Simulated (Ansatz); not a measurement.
## TiO2 under load (space group P4_2/mnm): band-edge transport data

Data:

```xyz
6
Lattice="4.5749 0.0000 0.0000 0.0000 4.5749 0.0000 0.0000 0.0000 2.9342" Properties=species:S:1:pos:R:3 pbc="T T T"
Ti     2.2875     2.2875     0.0000
Ti     0.0000     0.0000     1.4671
O      3.1836     3.1836     1.4671
O      1.3914     1.3914     1.4671
O      3.6788     0.8961     0.0000
O      0.8961     3.6788     0.0000
```

Calculation: PBEsol with spin-orbit coupling, rigid bands (plane waves, PAW; Ansatz, a first-principles code). Condition of this run: hydrostatic pressure 2 GPa (the target of the relaxation). How the cell was made: cell and atoms relaxed with PBEsol, then loaded as said.

```
Item                                                                                                                                                              Result
---------------------------------------------------------------------------------------------------------------------------------------  -------------------------------
band gap                                                                                                                                                         1.88 eV
electron conductivity mass (300 K, dilute)                                                                                               1.10 (x), 1.10 (y), 0.86 (z) mₑ
hole conductivity mass (300 K, dilute)                                                                                                    1.94 (x), 1.94 (y), 2.9 (z) mₑ
effective density of states N_c (300 K)                                                                                                                      1.1e20 cm⁻³
effective density of states N_v (300 K)                                                                                                                      9.6e19 cm⁻³
density-of-states mass, electrons                                                                                                                                 2.6 mₑ
density-of-states mass, holes                                                                                                                                     2.4 mₑ
Seebeck coefficient, n-type 1e19 cm⁻³, 300 K                                                                                                                   -515 μV/K
Seebeck coefficient, p-type 1e19 cm⁻³, 300 K                                                                                                                    407 μV/K
best p-type power factor at 300 K for τ = 10 fs (best axis; densities from 1e16 to 1e21 cm⁻³ tried, whether or not they can be reached)      7.4 μW/(cm·K²) at 3e20 cm⁻³
```

Rigid bands; masses and Seebeck coefficients take one relaxation time τ for all states and one kind of carrier; polarons and phonon drag are left out.
